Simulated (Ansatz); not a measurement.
```
ZnS
1.0
    0.04529     2.64841     2.64841
    2.64841     0.04529     2.64841
    2.69370     2.69370     0.00000
Zn S
1 1
Direct
  0.99677   0.99677   0.00323
  0.75323   0.75323   0.74677
```

No spin polarisation.

Calculations: LDA in Ansatz (plane waves to 420 eV, PAW, no spin-orbit coupling). Γ-centred 11×11×11 mesh, Fermi–Dirac width 0.05 eV.

Question: Predict the stress, band gap and valence-band top at Γ.

Answer: The stress (xx, yy, zz, yz, xz, xy; compression positive) is (0.01, 0.01, -0.02, 0.00, 0.00, -1.78) GPa. The band gap is 2.01 eV. The valence-band top at Γ (three highest levels, from the VBM) is 0.00, -0.11, -0.20 eV.

The cells carry an imposed strain or load. Whether these cells are dynamically stable was not tested. The cell was made from ZnS in the zinc blende structure (space group F-43m, No. 216) by this change: tensor shear ε_xy = +1.71 %.

Ansatz is a quantum-chemistry and plane-wave program.
